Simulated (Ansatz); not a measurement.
The parent structure is Sc in the hcp (Mg type) structure (space group P6_3/mmc, No. 194; a = 3.3179 Å, c = 5.1860 Å; relaxed with 0.1 eV smearing).

Calculations: Ansatz (a quantum-chemistry and plane-wave program) PBE, no spin-orbit coupling.

Base values:

| Property | Value |
|---|---|
| Pressure | 0.0 GPa |
| Band gap | zero |

Modification: the cell is scaled by 1.0300 in all directions, atoms relaxed at fixed cell.

**Question.** How does this affect the energy relative to the base?

**Answer.** The energy rises by 31 meV/atom.

**Question.** How does this affect the pressure?

**Answer.** The pressure (mean of the normal stresses, compression positive) goes from zero to -4.1 GPa.

**Question.** What happens to the band gap?

**Answer.** The band gap is still zero.

The cells carry an imposed strain or load. No phonon test of stability was made. All final runs are without spin polarisation.
